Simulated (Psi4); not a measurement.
Psi4 1.11, PBE/def2-svp: W(O)(NMe)(Cl)(Me) (C[N]=[W]([CH3])(=[O])[Cl]), 12 atoms. The geometry is a generated start, not checked to be a minimum at this level.

| Item | Result |
|---|---|
| task | energy |
| method | pbe |
| basis | def2-svp |
| memory | 3 GB |
| maxiter | 100 |
| keys of the molecule block | symmetry c1 |
| scf_type | df (default) |
| guess | auto, which took SAD (default) |
| scf_initial_accelerator | adiis (default) |
| e_convergence | 1e-06 (default) |
| d_convergence | 1e-06 (default) |
| dft_radial_points | 75 (default) |
| dft_spherical_points | 302 (default) |
| effective core potentials | those of the basis set, past Kr |
| basis functions | 136 |
| grid points | 258545 |

```xyz
12

W      0.4779     0.9987     0.3693
O      2.1001     0.8648     0.8076
N      0.0231    -0.0073    -1.0310
C      0.1295    -0.8832    -2.1391
H      0.6758    -1.7930    -1.8580
H     -0.8576    -1.1698    -2.5186
H      0.6754    -0.3893    -2.9537
Cl    -0.3997     3.0167     0.2956
C     -0.5493    -0.0416     2.0140
H     -0.7503    -1.1140     1.8966
H     -1.5315     0.4533     2.1576
H      0.0066     0.0647     2.9597
```

Charge 0 and multiplicity 1 are set for this test and not shown to be the ground state.

One run each on 2 threads. Values of diis_max_vecs tried: 3, 6, 10 (default), 20.

Question: How does the count of SCF iterations change with diis_max_vecs, and where is it least?

Answer: Fewest SCF iterations, within one of each other: 6 with 14, 10 (default) with 13, 20 with 13. The run ends without SCF convergence in 100 iterations at 3.

| diis_max_vecs | SCF iterations | end |
|---|---|---|
| 3 | 100 | no convergence |
| 6 | 14 | same solution |
| 10 (default) | 13 | same solution |
| 20 | 13 | same solution |
